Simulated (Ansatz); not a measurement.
System: In₂SbAs (R3m, No. 160, 4 atoms in the cell; start mp-1223844). Method: r²SCAN+SOC in Ansatz (PAW).

Settings: plane-wave cutoff 560 eV, 14×14×14 k mesh, Fermi–Dirac smearing 0.05 eV, PAW data made under PBE.

Cell (relaxed with PBEsol):

```cif
data_AsIn2Sb
_chemical_formula_sum 'In2 Sb1 As1'
_space_group_name_H-M_alt 'P 1'
_space_group_IT_number 1
_cell_length_a 7.73161
_cell_length_b 7.73161
_cell_length_c 7.73161
_cell_angle_alpha 33.510
_cell_angle_beta 33.510
_cell_angle_gamma 33.510
loop_
_space_group_symop_operation_xyz
  'x, y, z'
loop_
_atom_site_label
_atom_site_type_symbol
_atom_site_fract_x
_atom_site_fract_y
_atom_site_fract_z
_atom_site_occupancy
In1 In 0.00496 0.00496 0.00496 1
In2 In 0.49531 0.49531 0.49531 1
Sb1 Sb 0.62431 0.62431 0.62431 1
As1 As 0.12544 0.12544 0.12544 1
```

Estimate the band gap and Γ–Γ gap that the calculation returns.


- band gap = 0.04 eV (under three smearing widths, so not firm)
- Γ–Γ gap = 0.20 eV

Note: cell and atoms aren't relaxed at this level (pressure 0.7 GPa).

Static lattice: no zero-point or thermal effects.

A start named mp-… is a Materials Project structure, which need not be a measured phase.

Ansatz is a program for electronic structure.
